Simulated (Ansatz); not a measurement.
Consider the following.

```
W
1.0
   -1.55981     1.55981     1.55981
    1.55981    -1.55981     1.55981
    1.55981     1.55981    -1.55981
W
1
Cartesian
  0.00000   0.00000   0.00000
```

No spin polarisation.

Method: Ansatz (an electronic-structure program) LDA, spin-orbit coupling left out. Settings: 29×29×29 k-points, 0.1 eV Fermi–Dirac smearing.

**Question.** Predict the band gap, pressure and space group.

**Answer.** 
```json
{
  "band_gap": "zero",
  "pressure": "5.2 GPa",
  "space_group": "Im-3m (No. 229)"
}
```

The cells carry an imposed strain or load. Whether these cells are dynamically stable was not tested. The final runs are not spin-polarised. The cell was made from W in the bcc (W type) structure (space group Im-3m, No. 229) by this change: isotropic strain −0.50 %.
